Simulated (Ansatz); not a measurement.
# Response to strain in InP

Base system: InP in the zinc blende structure (space group F-43m, No. 216; a = 5.960 Å).

Strains are applied to the cell and any free atomic positions relax.

Method: PBE (Ansatz, a quantum-chemistry and plane-wave program), without spin-orbit coupling.

```json
[
 {"variant": "base", "volume per atom": "26.46 Å³", "pressure": "0.00 GPa", "width of the top valence band": "2.69 eV", "band gap": "0.44 eV"},
 {"variant": "isotropic strain −3.00 %", "volume per atom": "24.15 Å³", "pressure": "6.72 GPa", "width of the top valence band": "3.10 eV", "band gap": "0.94 eV"},
 {"variant": "isotropic strain −2.50 %", "volume per atom": "24.52 Å³", "pressure": "?", "width of the top valence band": "?", "band gap": "?"},
 {"variant": "isotropic strain −2.00 %", "volume per atom": "24.90 Å³", "pressure": "4.15 GPa", "width of the top valence band": "2.96 eV", "band gap": "0.77 eV"},
 {"variant": "isotropic strain −1.50 %", "volume per atom": "25.28 Å³", "pressure": "3.00 GPa", "width of the top valence band": "2.89 eV", "band gap": "0.69 eV"},
 {"variant": "isotropic strain −1.00 %", "volume per atom": "25.67 Å³", "pressure": "1.92 GPa", "width of the top valence band": "2.82 eV", "band gap": "0.61 eV"},
 {"variant": "isotropic strain −0.50 %", "volume per atom": "26.06 Å³", "pressure": "0.92 GPa", "width of the top valence band": "2.76 eV", "band gap": "0.52 eV"},
 {"variant": "isotropic strain +1.00 %", "volume per atom": "27.26 Å³", "pressure": "-1.65 GPa", "width of the top valence band": "2.57 eV", "band gap": "0.28 eV"},
 {"variant": "isotropic strain +2.00 %", "volume per atom": "28.08 Å³", "pressure": "-3.06 GPa", "width of the top valence band": "2.45 eV", "band gap": "0.12 eV"},
 {"variant": "isotropic strain +3.00 %", "volume per atom": "28.91 Å³", "pressure": "-4.2 GPa", "width of the top valence band": "–", "band gap": "zero"}
]
```

**Question.** Some entries are withheld; estimate them.

**Answer.** 
- isotropic strain −2.50 %, pressure: 5.39 GPa
- isotropic strain −2.50 %, width of the top valence band: 3.03 eV
- isotropic strain −2.50 %, band gap: 0.86 eV

Stability against distortions was not tested. The final runs are not spin-polarised. A zero or small gap of InP under isotropic strain +1.00 %, InP under isotropic strain +2.00 % and InP under isotropic strain +3.00 % can be the functional's error rather than a property of the material.
